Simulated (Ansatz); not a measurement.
The parent structure is La$_{2}$O$_{3}$ (space group P-3m1, No. 164; a = 3.935 Å, c = 6.126 Å).

Calculations: r2SCAN (Ansatz, a first-principles code, PAW, no SOC).

Base values:

| Item | Value |
|---|---|
| Band gap | 4.23 eV |
| Electron mass | 1.3 mₑ (at K) |
| Pressure | 0.00 GPa |

The change: every lattice vector is stretched by 1.77 %; the atoms relax in the strained cell.

**Question.** What does the calculation give for the band gap, electron mass, pressure and largest internal atomic displacement after the change?

**Answer.** The band gap falls by 0.132 eV (4.23 eV → 4.09 eV); the electron mass changes from 1.3 mₑ (at K) to 1.4 mₑ along c, 1.3 mₑ across (at K); the pressure (mean of the normal stresses, compression positive) goes from zero to -5.99 GPa; the largest internal atomic displacement is 0.021 Å.

Masses are band curvatures over ±0.01 Å⁻¹ around the edge. No phonon test of stability was made.
